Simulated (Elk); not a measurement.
Elk run on Ta2N (P-3m1, 3 atoms in the cell): self-consistent single point.

Computed with LDA (PW92), all-electron FP-LAPW, Elk's shipped species files, APW+lo basis with extra local orbitals in Elk.

```yaml
crystal:
  lattice:
    - [3.08547, 0.00000, 0.00000]
    - [-1.54273, 2.67209, 0.00000]
    - [0.00000, 0.00000, 4.82698]
  atoms:
    - { symbol: Ta, position: [0.66667, 0.33333, 0.74529] }
    - { symbol: Ta, position: [0.33333, 0.66667, 0.25471] }
    - { symbol: N, position: [0.00000, 0.00000, 0.00000] }
```

Reference input (self-consistent single point, DFT, PBE, all-electron FP-LAPW, Elk's shipped species files, APW+lo basis with extra local orbitals): xctype = 20; rgkmax = 8; swidth = 0.00499791 Ha; ngridk = 14 14 8; gmaxvr = 16 1/bohr; nxlo = 2; lorbcnd = true; rmtscf = 0.83; lmaxi = 2; maxscl = 100. This run's input differs from it in these lines:

```diff
@@ -2,5 +2,2 @@
   0
-
-xctype
-  20
```

The program printed (abridged):

```
│ Self-consistent loop started │
│ Loop number : 1 │
 total energy                :     -31281.6743411
│ Loop number : 2 │
 total energy                :     -31282.4375345
RMS change in Kohn-Sham potential (target) :   0.2725242908     (  0.1000000000E-05)
Absolute change in total energy (target)   :   0.7631933680     (  0.1000000000E-03)
│ Loop number : 3 │
 total energy                :     -31286.2559768
RMS change in Kohn-Sham potential (target) :   0.2139739197     (  0.1000000000E-05)
Absolute change in total energy (target)   :    4.009240683     (  0.1000000000E-03)
│ Loop number : 4 │
   [... lines left out ...]
Absolute change in total energy (target)   :   0.2753886514E-02 (  0.1000000000E-03)
│ Loop number : 14 │
 total energy                :     -31288.3157980
RMS change in Kohn-Sham potential (target) :   0.8703518385E-06 (  0.1000000000E-05)
Absolute change in total energy (target)   :   0.8090557276E-03 (  0.1000000000E-03)
│ Loop number : 15 │
 total energy                :     -31288.3156792
RMS change in Kohn-Sham potential (target) :   0.2170455277E-06 (  0.1000000000E-05)
Absolute change in total energy (target)   :   0.8345979950E-04 (  0.1000000000E-03)
Convergence targets achieved

│ Loop number : 16 │

Energies :
 Fermi                       :     0.558718655031
 total energy                :     -31288.3156587

Density of states at Fermi energy :    32.26912228
 (states/Hartree/unit cell)

Estimated indirect band gap :   0.8118579784E-03
 from k-point      4 to k-point      2
Estimated direct band gap   :   0.3696122849E-02
 at k-point      2

Charges :
 core                        :    94.00000000
 valence                     :    59.00000000
 interstitial                :    6.676446606
 muffin-tins (core leakage)
  species :    1 (Ta)
   atom    1                 :    70.33766590     (  0.7591205851E-05)
   atom    2                 :    70.33766590     (  0.7591205851E-05)
  species :    2 (N)
   atom    1                 :    5.648221588     (  0.4994684763E-05)
 total in muffin-tins        :    146.3235534
 total calculated charge     :    152.9926315
 total charge                :    153.0000000
 error                       :   0.7368543586E-02

│ Self-consistent loop stopped │
```

The run converged in 16 iterations. The count includes the last loop, which Elk runs after its targets are met. 

The starting cell comes from a database of computed structures (which also holds hypothetical and non-ambient phases and stackings), without a prior relaxation at this level. Its lattice was rescaled by a random factor within 2.5 % of one. Spin-orbit coupling is off. Spin polarisation is off. Values depend on the basis (sphere radii, cutoffs, local orbitals), which need not be converged. The log's line on a gap gives a spacing of levels on this mesh, which the program prints for metals too.

Cost on one core of a shared machine: roughly 3 min.
